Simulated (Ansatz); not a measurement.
Relaxation of the outer planes of the (111) surface of fcc Ca in its 1x1 cell, outermost plane spacing 3.19 Å in the ideal cut.

The numbers are results of PBE (plane waves to 420 eV, PAW; Ansatz, a first-principles code), not measurements.

Set-up: 4 atoms, 9.6 Å thick at the start (thin: gaps and levels are the slab's own); mesh 11x11x1; 0.1 eV smearing; dipole correction on; all atoms relaxed; symmetry of the start imposed; no spin, no spin-orbit, no U.

```tsv
plane	atoms	bulk spacing to the next (Å)	relaxed spacing (Å)	change (%)	rumpling (Å)
1	Ca	3.193	3.107	-2.7	0.00
```
